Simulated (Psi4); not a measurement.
Psi4 1.11, unrestricted TPSS/def2-svpd: Ti(Cl)2(OSiH3) ([SiH3][O][Ti]([Cl])[Cl]), charge 0, multiplicity 2, 8 atoms. The geometry is a generated start, not checked to be a minimum at this level.

- task = energy
- method = tpss
- basis = def2-svpd
- memory = 3 GB
- maxiter = 100
- keys of the molecule block = symmetry c1
- scf_type = df (default)
- e_convergence = 1e-06 (default)
- d_convergence = 1e-06 (default)
- dft_radial_points = 75 (default)
- dft_spherical_points = 302 (default)
- basis functions = 159
- grid points = 173788

```xyz
8

Ti     0.1663     0.4707     1.6671
Cl     0.1718    -0.8291     3.3377
Cl     1.2836     2.2535     1.9036
O     -0.4039     0.0143     0.1230
Si    -0.3250    -0.3942    -1.4479
H      0.3536     0.7078    -2.1519
H     -1.7021    -0.5768    -1.9240
H      0.4556    -1.6462    -1.5075
```

Charge 0 and multiplicity 2 are set for this test and not shown to be the ground state.

With the defaults (diis = true, scf_initial_accelerator = adiis, damping_percentage = 0, guess = auto, which took SAD, level_shift = 0, level_shift_cutoff = 0.01, diis_max_vecs = 10) it converges in 13 SCF iterations. One run each on 2 threads, with these changes:
- scf_initial_accelerator = ediis
- guess = core
- damping_percentage = 20
- guess = sap
- diis = false, scf_initial_accelerator = none, damping_percentage = 60
- guess = modhuckel
- scf_initial_accelerator = none
- diis_max_vecs = 3
- level_shift = 0.1, level_shift_cutoff = 0.001

Q: Name the settings that don't reach the solution of the defaults.

A: No convergence: diis = false, scf_initial_accelerator = none, damping_percentage = 60 (the run ends without SCF convergence in 100 iterations). The rest reach the solution of the defaults.

```csv
setting,SCF iterations,end
"level_shift = 0.1, level_shift_cutoff = 0.001",12,same solution
scf_initial_accelerator = none,12,same solution
the defaults,13,same solution
scf_initial_accelerator = ediis,13,same solution
guess = sap,13,same solution
guess = modhuckel,14,same solution
guess = core,17,same solution
damping_percentage = 20,23,same solution
diis_max_vecs = 3,25,same solution
"diis = false, scf_initial_accelerator = none, damping_percentage = 60",100,no convergence
```

1 further run of the study ended by our limits or in an error and is left out.
